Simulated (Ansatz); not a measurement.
Given:

```xyz
2
Lattice="0.0000 2.9394 2.9394 2.9394 0.0000 2.9394 2.9394 2.9394 0.0000" Properties=species:S:1:pos:R:3 pbc="T T T"
In     0.0000     0.0000     0.0000
P      1.4697     1.4697     1.4697
```

Calculation: PBEsol, rigid bands (plane waves, PAW, scalar-relativistic; Ansatz, a quantum-chemistry and plane-wave program). Cell: cell and atoms relaxed with PBEsol.

Task: What conductivity effective mass do dilute electrons have at 300 K?

Result: 0.056 mₑ.

Task: And the band gap?

Result: 0.57 eV at this level; semilocal functionals usually fall short of the measured gap.

Rigid bands, one relaxation time for all states, no polarons. Spin-orbit coupling is left out; where it splits the top of the valence band it changes the hole mass and lowers the gap by about a third of the splitting.
